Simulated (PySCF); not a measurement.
PySCF 2.14.0, WB97X/def2-svp: C=C=C1CN[Si@]1(N)F, 15 atoms. The geometry is a generated start, not checked to be a minimum at this level.

task: energy
method: wb97x
basis: def2-svp
mol.max_memory: 7000 MB
mf.init_guess: minao (default)
mf.DIIS: CDIIS (default)
mf.diis_space: 8 (default)
mf.conv_tol: 1e-09 (default)
mf.grids.level: 3 (default)
basis functions (reference run): 151
grid points (reference run): 186376

```xyz
15

C      1.4316     1.4455    -2.3644
C      0.9061     0.7700    -1.3892
C      0.3955     0.0975    -0.4201
C      0.9671    -0.8851     0.6162
N     -0.3837    -1.3127     1.0769
Si    -1.2486    -0.0747     0.3039
N     -1.7375     0.7502     1.6600
F     -2.4082    -0.7836    -0.4992
H      1.5029     1.0186    -3.3582
H      1.8162     2.4456    -2.2001
H      1.5642    -1.7135     0.2114
H      1.5728    -0.4296     1.4130
H     -0.6863    -2.1613     0.6054
H     -2.6175     0.3416     1.9584
H     -1.0746     0.4916     2.3860
```

The reference run uses exact four-centre integrals. Single runs; times are not shown.

Settings tried, all else as in the reference:
- COSX exchange (sgx_fit, pjs) with fitted J, mf.with_df.grids_level_i = 1, mf.with_df.grids_level_f = 1
- density fitting
- COSX exchange (sgx_fit, pjs) with fitted J, mf.with_df.grids_level_i = 1, mf.with_df.grids_level_f = 4
- COSX exchange (sgx_fit, pjs) with fitted J, mf.with_df.grids_level_i = 1, mf.with_df.grids_level_f = 2 (default)
- density fitting of J alone, exact K
- density fitting, auxbasis = autoaux
- COSX exchange (sgx_fit, pjs) with fitted J, mf.with_df.grids_level_i = 1, mf.with_df.grids_level_f = 3
- density fitting, auxbasis = def2-universal-jfit

Which of these stay within 0.10 meV/atom in energy of the reference run?

Within it: density fitting, auxbasis = autoaux. Outside: density fitting; COSX exchange (sgx_fit, pjs) with fitted J, mf.with_df.grids_level_i = 1, mf.with_df.grids_level_f = 1; COSX exchange (sgx_fit, pjs) with fitted J, mf.with_df.grids_level_i = 1, mf.with_df.grids_level_f = 3; COSX exchange (sgx_fit, pjs) with fitted J, mf.with_df.grids_level_i = 1, mf.with_df.grids_level_f = 4; density fitting of J alone, exact K; COSX exchange (sgx_fit, pjs) with fitted J, mf.with_df.grids_level_i = 1, mf.with_df.grids_level_f = 2 (default); density fitting, auxbasis = def2-universal-jfit.

| setting | energy against the reference |
|---|---|
| density fitting, auxbasis = autoaux | −0.073 meV/atom |
| density fitting | −0.16 meV/atom |
| COSX exchange (sgx_fit, pjs) with fitted J, mf.with_df.grids_level_i = 1, mf.with_df.grids_level_f = 1 | −0.26 meV/atom |
| COSX exchange (sgx_fit, pjs) with fitted J, mf.with_df.grids_level_i = 1, mf.with_df.grids_level_f = 3 | −0.27 meV/atom |
| COSX exchange (sgx_fit, pjs) with fitted J, mf.with_df.grids_level_i = 1, mf.with_df.grids_level_f = 4 | −0.27 meV/atom |
| density fitting of J alone, exact K | −0.27 meV/atom |
| COSX exchange (sgx_fit, pjs) with fitted J, mf.with_df.grids_level_i = 1, mf.with_df.grids_level_f = 2 (default) | −0.27 meV/atom |
| density fitting, auxbasis = def2-universal-jfit | +440 meV/atom |

Total energies are compared; such shifts often cancel in part in energy differences. sgx_fit (COSX, pjs=True) fits J as well, so its difference is the sum of the grid's shift in exchange and the fit's in Coulomb. def2-universal-jfit is made for Coulomb alone and misses functions that exchange needs. Also tried and not ranked: density fitting, auxbasis = def2-universal-jkfit (same energy as a listed run). The tolerance is a choice made for this comparison.
